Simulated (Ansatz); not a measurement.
# Ru on the 1x1 (110) surface of rutile TiO2 (cut with top plane O), one in a 2x1 cell, started at the site 'over Ti at depth 1.1 Å'

Host crystal: rutile TiO2, with a band gap (PBE, scalar-relativistic without spin-orbit coupling).

Level of theory: PBE (plane waves to 420 eV, PAW; Ansatz, a quantum-chemistry and plane-wave program).

Set-up: 49 atoms, 12.7 Å thick at the start under the adsorbate; mesh 4x3x1; 0.01 eV smearing; dipole correction on; 24 atoms held, the rest relaxed; held to the start's symmetry, so lower structures may exist; spin-polarised, ending with about 2.1 μB a cell, a value that depends on the mesh; orders that need a larger cell were not tried, no spin-orbit, no U, no dispersion correction. The slab shows no gap over 0.04 eV on its mesh. At the end it is bonded to 2 O + Ti. In PBE it is, or lies within 0.03 eV of, the lowest of the starts that converged.

```yaml
adsorption energy against an atom of hcp Ru: 4.52 eV
change_of_the_step_from_the_bottom_to_the_top_vacuum_level_against_the_clean_slab: -1.56 eV
energy_released_by_relaxation: 1.62 eV
height of the binding atom over the mean of the host atoms within 0.3 Å of the top one: 1.116 Å
nearest_host_atoms_of_the_binding_atom: O at 1.96 Å, O at 1.96 Å, Ti at 2.36 Å
largest_move_of_a_host_atom: 0.18 Å
```

A negative adsorption energy means that the adsorbate is more stable on the surface than in its reference.
